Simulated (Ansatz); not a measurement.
The reference is CsPbBr₃ in the cubic perovskite structure (space group Pm-3m, No. 221; a = 5.8721 Å). Axes: x, y, z lie along the cube axes.

Computed with PBEsol, PAW, 420 eV (Ansatz, a quantum-chemistry and plane-wave program; no spin-orbit coupling).

Base values:

| Item | Value |
|---|---|
| Pressure | 0.00 GPa |

Now apply this change: uniaxial strain ε_zz = +2.40 %, all other strain components held at zero, atoms relaxed at fixed cell.

Question: What does the calculation give for the pressure and electron mass after the change?

Answer: The pressure (mean of the normal stresses, compression positive) goes from zero to -0.45 GPa; the electron mass is 0.085 mₑ along z, 0.74 mₑ across (at R).

With Pb present, leaving out spin-orbit coupling can change the band edges. The levels and masses belong to the bands next to the band gap. Effective masses come from finite differences of ±0.01 Å⁻¹. Stability against distortions was not tested. Many cubic perovskites are stable only at high temperature; tilts and polar distortions were not tested. This is not the structure that CsPbBr3 has at room temperature and ambient pressure.
